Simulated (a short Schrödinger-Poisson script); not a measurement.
Structure: MOS inversion layer, SiO2 on p-type Si(100), at 300 K.

From the gate side: 1.5 nm SiO2; 690 nm Si, acceptors 3.9e17 cm⁻³.

Constants are typed, rounded textbook-type inputs, not results; the design itself was drawn at random and stands for no fabricated device. SiO2: permittivity 3.9, conduction-band edge (eV) 3.15, gap (eV) 9, electron mass (mₑ) 0.5. Si: permittivity 11.7, conduction-band edge (eV) 0, gap (eV) 1.124, Nv at 300 K (cm⁻³) 3.1e19.

Channel valleys (confinement mass, in-plane density-of-states mass, number): Δ2 0.916, 0.19, 2; Δ4 0.19, 0.417, 4. At the gate the conduction-band edge of layer 1 lies 3.33 eV − eVg above the Fermi level of the channel; the field vanishes at the back. Gaps are held at their typed values at every temperature. Mesh 0.03 nm at interfaces.

From a short Schrödinger-Poisson script (our own, NumPy): 1D Poisson equation in equilibrium, electrons quantum, Hartree (BenDaniel-Duke, 12 states a valley, the channel's in-plane mass for all, wave functions ending at the dielectric), parabolic valleys, classical holes, full ionisation, no traps, pinning or gate leakage.

| Vg (V) | electrons (cm⁻²) | C (μF/cm²) | Δ2 E0 (meV from the Fermi level) | Δ4 E0 (meV from the Fermi level) |
|---|---|---|---|---|
| 0.2 | 2.36e9 | 0.190 | 206.1 | 260.6 |
| 0.25 | 1.26e10 | 0.235 | 162.2 | 217.8 |
| 0.3 | 6.05e10 | 0.423 | 121.2 | 178.0 |
| 0.35 | 2.10e11 | 0.793 | 88.2 | 146.6 |
| 0.4 | 4.88e11 | 1.12 | 65.3 | 125.8 |
| 0.45 | 8.56e11 | 1.32 | 49.4 | 112.2 |
| 0.5 | 1.28e12 | 1.44 | 37.5 | 102.7 |
| 0.55 | 1.74e12 | 1.52 | 28.1 | 95.7 |
| 0.6 | 2.22e12 | 1.58 | 20.2 | 90.3 |
| 0.65 | 2.71e12 | 1.62 | 13.3 | 85.8 |
| 0.7 | 3.22e12 | 1.66 | 7.3 | 82.1 |
| 0.75 | 3.74e12 | 1.68 | 1.7 | 78.8 |
| 0.8 | 4.27e12 | 1.70 | -3.4 | 76.0 |
| 0.85 | 4.80e12 | 1.72 | -8.1 | 73.5 |
| 0.9 | 5.34e12 | 1.74 | -12.6 | 71.2 |
| 0.95 | 5.88e12 | 1.75 | -16.9 | 69.1 |
| 1 | 6.43e12 | 1.77 | -20.9 | 67.1 |
| 1.05 | 6.99e12 | 1.78 | -24.8 | 65.3 |

Gate voltages with under 1e9 electrons/cm² are left out.

Problem. At Vg = 1.05 V the lowest Δ2 subband lies at -24.8 meV from the Fermi level. How many electrons does it hold, and what share of all?

Solution. The two-dimensional density of states is g m/(πħ²) = 1.59e11 cm⁻² meV⁻¹ (both spins), kT = 25.9 meV, so n = D kT ln(1 + exp(−E/kT)) = 5.27e12 cm⁻², 0.75 of the 6.99e12 cm⁻² in all.

Problem. Compare the slope of the sheet density between 0.95 and 1.05 V with the geometric capacitance of the layers between gate and channel.

Solution. q Δn/ΔV = 1.78 μF/cm²; ε0/Σ(t/ε) = 2.30 μF/cm². The ratio is 0.77: the channel acts as a further capacitance in series.
